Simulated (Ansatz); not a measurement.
Input and output of a self-consistent single point for Hf2InCu2 (P4_2/mnm, 20 atoms in the cell) (Ansatz, an electronic-structure program)

Computed with LDA (PW92), default PAW files made with PBE (plane waves; Ansatz).

Input as run:

Ansatz 0.2 input:
```yaml
crystal:
  lattice:
    - [7.160540, 0.000000, 0.000000]
    - [0.000000, 7.160540, 0.000000]
    - [0.000000, 0.000000, 6.716030]
  atoms:
    - { symbol: Hf, position: [0.150090, 0.150090, 0.000000] }
    - { symbol: Hf, position: [0.849910, 0.849910, 0.000000] }
    - { symbol: Hf, position: [0.349910, 0.650090, 0.500000] }
    - { symbol: Hf, position: [0.650090, 0.349910, 0.500000] }
    - { symbol: Hf, position: [0.692870, 0.307130, 0.000000] }
    - { symbol: Hf, position: [0.307130, 0.692870, 0.000000] }
    - { symbol: Hf, position: [0.192870, 0.192870, 0.500000] }
    - { symbol: Hf, position: [0.807130, 0.807130, 0.500000] }
    - { symbol: In, position: [0.500000, 0.000000, 0.250000] }
    - { symbol: In, position: [0.500000, 0.000000, 0.750000] }
    - { symbol: In, position: [0.000000, 0.500000, 0.250000] }
    - { symbol: In, position: [0.000000, 0.500000, 0.750000] }
    - { symbol: Cu, position: [0.376730, 0.376730, 0.201520] }
    - { symbol: Cu, position: [0.623270, 0.623270, 0.798480] }
    - { symbol: Cu, position: [0.123270, 0.876730, 0.701520] }
    - { symbol: Cu, position: [0.876730, 0.123270, 0.298480] }
    - { symbol: Cu, position: [0.623270, 0.623270, 0.201520] }
    - { symbol: Cu, position: [0.376730, 0.376730, 0.798480] }
    - { symbol: Cu, position: [0.876730, 0.123270, 0.701520] }
    - { symbol: Cu, position: [0.123270, 0.876730, 0.298480] }
kpoints:
  mp_grid: { grid: [5, 5, 5] }
hamiltonian:
  xc: lda
  pseudopotentials: { kind: paw }
scf:
  occupations: { method: methfessel_paxton, width: 0.1 eV }
output:
  forces: true
  eigenvalues: true
  stress: true
```

Output, abridged:

```
WARN basis.ecutwfc = 420 eV, the default
WARN ansatz: RAYON_NUM_THREADS=1 ignored (pool sized by the plan → 1); use --threads N
Pseudopotentials: kind: paw
Pseudopotential: Hf, paw, valence charge 26
Pseudopotential: In, paw, valence charge 13
Pseudopotential: Cu, paw, valence charge 19
Crystal: 20 atoms, lattice volume = 344.353 Å³
Basis set: ecut = 420 eV, 6715 PW (Γ)
Bands: 248, of which v1, the nominal top of the filled ones, is band 206 counted from 1 (205 counted from 0)
Symmetry: 16 space group operations
Space group: P42/mnm (ITA 136), of the structure as read, at distance tolerance 7.0e-5 Å
k-points: 18 of 125
PAW frozen core: Hf, regenerated for the run's functional, and the local potential with it
PAW frozen core: In, regenerated for the run's functional, and the local potential with it
PAW frozen core: Cu, regenerated for the run's functional, and the local potential with it
Initial density: superposition of atomic densities (neutral atoms: chi_scale 0, normalization atom), corrected by the library's trained network
Initial wavefunctions: pseudopotential atomic-orbital guess
Eigensolver: davidson
Functional: x = slater, c = lda
SCF iter   1: F=—  HF=-198094.757799 eV  |F-HF|=—  |Δ(HF+E_count)|=         —  Δρ=1.63e-2  dr2=5.74e-1  ethr=1.77e-3  ⟨swp⟩=5.0  Hψ=13670  notcnv=0  defer=197
all-band conjugate gradients solve this SCF's bands
preconditioner: auto → Kerker (q_TF=auto, 2.811 Å⁻¹)
SCF iter   2: F=—  HF=-198094.660584 eV  |F-HF|=—  |Δ(HF+E_count)|=   9.72e-2  S|Δr|=    0.00e0  Δρ=4.01e-3  dr2=6.69e-2  ethr=1.39e-4  ⟨swp⟩=2.0  Hψ=6381  notcnv=0  defer=511
SCF iter   3: F=—  HF=-198094.647517 eV  |F-HF|=—  |Δ(HF+E_count)|=   1.31e-2  S|Δr|=    0.00e0  Δρ=2.68e-3  dr2=3.38e-2  ethr=1.62e-5  ⟨swp⟩=2.3  Hψ=5295  notcnv=0  defer=511
SCF iter   4: F=—  HF=-198094.639950 eV  |F-HF|=—  |Δ(HF+E_count)|=   7.57e-3  S|Δr|=    0.00e0  Δρ=4.88e-4  dr2=2.37e-3  ethr=8.20e-6  ⟨swp⟩=2.0  Hψ=5073  notcnv=0  defer=511
SCF iter   5: F=—  HF=-198094.639413 eV  |F-HF|=—  |Δ(HF+E_count)|=   5.37e-4  S|Δr|=    0.00e0  Δρ=2.03e-4  dr2=2.48e-4  ethr=5.76e-7  ⟨swp⟩=2.0  Hψ=5316  notcnv=0  defer=511
SCF iter   6: F=—  HF=-198094.639381 eV  |F-HF|=—  |Δ(HF+E_count)|=   3.24e-5  S|Δr|=    0.00e0  Δρ=1.13e-4  dr2=4.81e-5  ethr=6.03e-8  ⟨swp⟩=2.0  Hψ=7027  notcnv=0  defer=511
SCF iter   7: F=—  HF=-198094.639576 eV  |F-HF|=—  |Δ(HF+E_count)|=   1.96e-4  S|Δr|=    0.00e0  Δρ=4.22e-5  dr2=1.06e-5  ethr=1.17e-8  ⟨swp⟩=3.0  Hψ=7309  notcnv=0  defer=519
SCF iter   8: F=—  HF=-198094.639577 eV  |F-HF|=—  |Δ(HF+E_count)|=   5.67e-7  S|Δr|=    0.00e0  Δρ=2.29e-5  dr2=3.15e-6  ethr=2.58e-9  ⟨swp⟩=2.0  Hψ=7027  notcnv=0  defer=519
SCF iter   9: F=—  HF=-198094.639577 eV  |F-HF|=—  |Δ(HF+E_count)|=   1.85e-7  S|Δr|=    0.00e0  Δρ=4.07e-6  dr2=1.05e-7  ethr=7.65e-10  ⟨swp⟩=2.0  Hψ=6444  notcnv=0  defer=519
SCF iter  10: F=-198094.639577 eV  HF=-198094.639577 eV  |F-HF|=9.41e-8  |Δ(HF+E_count)|=   1.22e-8  S|Δr|=    0.00e0  Δρ=2.60e-6  dr2=2.62e-8  ethr=2.43e-11  ⟨swp⟩=9.9  Hψ=20652  notcnv=0
SCF 1 converged in 10 iterations: F = -198094.639577 eV  dr2 = 2.62e-8
SCF converged after 10 iterations
Stability not checked (fill_not_monotonic)
Free energy (F): -198094.639577 eV
Harris-Foulkes:  -198094.639577 eV  (|F-HF|=9.41e-8)
Internal energy: -198094.637803 eV  (E = F + TS)
E sigma→0 (E₀):  -198094.639133 eV
Entropy (-TS):   -0.001773 eV (-0.089 meV/atom)
Fermi energy:    18.040809 eV
--- Per-component energies (eV) ---
  E_band       = -2620.769360
  E_kinetic    = 6775.260451
  E_local      = -82129.390419  (includes V_loc(G=0)·N_el)
  E_nonlocal   = -5291.899442
  E_hartree    = 37456.981143
  E_xc         = -3958.005932
  E_vxc        = -3475.956844  (∫ρ·V_xc dr)
  E_paw        = -82239.211791  (= ΣΔE_a)
  E_vpaw       = 6587.244677  (= ΣTr[D̂ρ^β])
  E_aug_tail   = 0.001901  (compensation charges beyond the density's cutoff)
  E_ewald      = -68732.767080
  E_core_change = 24.393367  (= ΣΔE_core)
  E_smearing   = -0.001773  (= −TS)
  E_closure    = -0.000000  (closes the sum)
  Σ components = -198094.639577   (vs F -198094.639577, Δ=0.00e0)
--- Forces (eV/Å), atoms counted from 1 ---
  atom   1  Hf    -0.01768151    -0.01768151     0.00000000
  atom   2  Hf     0.01768151     0.01768151    -0.00000000
  atom   3  Hf     0.01768151    -0.01768151    -0.00000000
  atom   4  Hf    -0.01768151     0.01768151     0.00000000
  atom   5  Hf     0.03995462    -0.03995462     0.00000000
  atom   6  Hf    -0.03995462     0.03995462     0.00000000
  atom   7  Hf     0.03995462     0.03995462     0.00000000
  atom   8  Hf    -0.03995462    -0.03995462    -0.00000000
  atom   9  In    -0.00000000    -0.00000000     0.00000000
  atom  10  In     0.00000000     0.00000000    -0.00000000
  atom  11  In    -0.00000000     0.00000000     0.00000000
  atom  12  In     0.00000000     0.00000000    -0.00000000
  atom  13  Cu     0.04060386     0.04060386     0.04149819
  atom  14  Cu    -0.04060386    -0.04060386    -0.04149819
  atom  15  Cu    -0.04060386     0.04060386     0.04149819
  atom  16  Cu     0.04060386    -0.04060386    -0.04149819
  atom  17  Cu    -0.04060386    -0.04060386     0.04149819
  atom  18  Cu     0.04060386     0.04060386    -0.04149819
  atom  19  Cu     0.04060386    -0.04060386     0.04149819
  atom  20  Cu    -0.04060386     0.04060386    -0.04149819
  max |Σ_I F_I| component: 2.78e-17 eV/Å
--- Stress (GPa, compression-positive) ---
       -6.324595       0.000000      -0.000000
        0.000000      -6.324595      -0.000000
       -0.000000      -0.000000      -6.716617
  P = ⅓ Tr σ = -6.4553 GPa (-64.553 kbar)
  The stress holds the Pulay correction. Without it, at fixed plane waves, as pw.x and ABINIT print it: P = -6.5038 GPa
--- Band table (eV; the first three rows and the last of 18) ---
  k-point 0: bands = ["-94.5900", "-94.5900", "-94.5890", "-94.5890", "-94.5868", "-94.5868", "-94.5858", "-94.5858", "-52.4231", "-52.4229", "-52.4199", "-52.4199", "-52.3946", "-52.3946", "-52.3912", "-52.3912", "-52.3898", "-52.3898", "-52.3888", [...]
  k-point 1: bands = ["-94.5900", "-94.5900", "-94.5890", "-94.5890", "-94.5867", "-94.5867", "-94.5858", "-94.5858", "-52.4231", "-52.4229", "-52.4199", "-52.4199", "-52.3946", "-52.3946", "-52.3912", "-52.3912", "-52.3898", "-52.3898", "-52.3888", [...]
  k-point 2: bands = ["-94.5900", "-94.5900", "-94.5890", "-94.5890", "-94.5867", "-94.5867", "-94.5858", "-94.5858", "-52.4230", "-52.4230", "-52.4199", "-52.4199", "-52.3945", "-52.3945", "-52.3912", "-52.3912", "-52.3898", "-52.3898", "-52.3888", [...]
  k-point 17: bands = ["-94.5900", "-94.5900", "-94.5890", "-94.5890", "-94.5868", "-94.5868", "-94.5858", "-94.5858", "-52.4230", "-52.4230", "-52.4199", "-52.4199", "-52.3946", "-52.3946", "-52.3912", "-52.3912", "-52.3898", "-52.3898", [...]
```

The run converged in 10 iterations.

The starting cell comes from a database of computed structures (which also holds hypothetical and non-ambient phases and stackings), without a prior relaxation at this level. Spin-orbit coupling is off. Spin polarisation is off. With a pressure of about -6 GPa the cell is away from its equilibrium volume at this level. Ansatz's pressure includes its estimate of the finite-basis (Pulay) stress.

Cost on one core of a shared machine: roughly 90 s.
